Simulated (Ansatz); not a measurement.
**Response to strain in W**

Base system: W in the bcc (W type) structure (space group Im-3m, No. 229; relaxed with 0.1 eV smearing).

```
W
1.0
   -1.57711     1.57711     1.57711
    1.57711    -1.57711     1.57711
    1.57711     1.57711    -1.57711
W
1
Direct
  0.00000   0.00000   0.00000
```

Cartesian axes are those of the cell as printed.

Strains are applied to the cell and any free atomic positions relax.

Method: Kohn–Sham DFT with the PBEsol functional, run in Ansatz (a quantum-chemistry and plane-wave program) with PAW and 420 eV plane waves, no spin-orbit coupling.

Candidates:
(a) uniaxial strain ε_zz = +2.50 %
(b) uniaxial strain ε_zz = +0.50 %
(c) uniaxial strain ε_zz = +1.00 %
(d) uniaxial strain ε_zz = −3.00 %

Notes on the quantities. energy relative to the base: free energy F.

Order them by energy relative to the base, highest first.

(d) uniaxial strain ε_zz = −3.00 % (+26 meV/atom), (a) uniaxial strain ε_zz = +2.50 % (+16 meV/atom), (c) uniaxial strain ε_zz = +1.00 % (+2.6 meV/atom), (b) uniaxial strain ε_zz = +0.50 % (+0.7 meV/atom)

No phonon test of stability was made. All final runs are without spin polarisation.
